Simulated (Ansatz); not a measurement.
Defect: F-vacancy pair (F on one host O site, one O site vacant) in alpha quartz, charge state +1. The step: one O atom jumps into the vacancy from a nearby O site (F-vacancy distance between ideal sites 2.63 → 5.06 Å); the atom moves 2.33 Å along (0.37, -0.03, -0.24) of the unit cell; the moving atom starts with neighbours Si at 1.63, Si at 1.64 Å and ends with Si at 1.59, Si at 1.68 Å. DFT values are from Ansatz (plane-wave PAW, 420 eV unless said) in a cell of 72 host sites, spin-restricted, static, with no finite-size correction. The charge state is imposed; whether it is stable for some Fermi level was not computed. Forms of the defect that were not tried may lie lower. For the PBE band: the saddle point's order was not checked.

| Level | Forward barrier (eV) | Cost of the band or of the saddle's single point |
|---|---|---|
| PBE, the Γ point alone, band relaxed | 3.31 | about 50 core-minutes (a rough figure) |
| PBE, a 2×2×2 k-point mesh shifted by half a step along c, same geometries | 3.32 | roughly 3 core-minutes |
| r2SCAN at 500 eV, the Γ point alone, same geometries | (withheld) | very roughly 90 core-seconds |

**Question.** What belongs in the gaps?

**Answer.** 
- r2SCAN at 500 eV, the Γ point alone, same geometries, Forward barrier (eV): 3.69

Ansatz is a program for electronic structure.
